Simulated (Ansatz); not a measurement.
```yaml
crystal:
  lattice:
    - [0.01442, 1.92282, 1.92282]
    - [1.93724, 0.00000, 1.93724]
    - [1.92282, 1.92282, 0.01442]
  atoms:
    - { symbol: Ir, position: [0.00000, 0.00000, 0.00000] }
```

No spin polarisation.

All numbers come from r2SCAN (Ansatz, an electronic-structure program; PAW; 500 eV plane waves; no SOC), earlier PAW set. k-mesh 29×29×29 (Γ-centred); smearing 0.1 eV (Fermi–Dirac).

Problem. Predict the stress (xx, yy, zz, yz, xz, xy; compression positive).

Solution. (0.2, 0.0, 0.2, 0.0, -4.2, 0.0) GPa.

Problem. Estimate the band gap.

Solution. Zero.

The cells carry an imposed strain or load. Whether these cells are dynamically stable was not tested. All final runs are without spin polarisation. The cell was made from Ir in the fcc (Cu type) structure (space group Fm-3m, No. 225) by this change: tensor shear ε_xz = +0.75 %.
